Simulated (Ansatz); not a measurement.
Consider GaN in the zinc blende structure (space group F-43m, No. 216).

```
GaN
1.0
    0.00000     2.24895     2.24895
    2.24895     0.00000     2.24895
    2.24895     2.24895     0.00000
Ga N
1 1
Direct
  0.00000   0.00000   0.00000
  0.25000   0.25000   0.25000
```

Calculations: r2SCAN/PAW in Ansatz (a quantum-chemistry and plane-wave program), no spin-orbit coupling.

Base values:

| Quantity | Result |
|---|---|
| Gap character | direct at Γ |
| Band gap | 2.17 eV |

One thing is altered: cell and atoms relaxed at a pressure of 30 GPa.

What happens to the gap character and band gap?

The gap character remains direct at Γ; the band gap goes up by 0.79 eV, from 2.17 eV to 2.96 eV.

Load acts through the strain it causes; cell and atoms are relaxed under it. Stability against distortions was not tested. Tetrahedral semiconductors of this kind turn to denser phases somewhere between about 1 and 50 GPa; those were not computed, so compressed cells here can lie past the real transition. This is not the structure that GaN has at room temperature and ambient pressure.
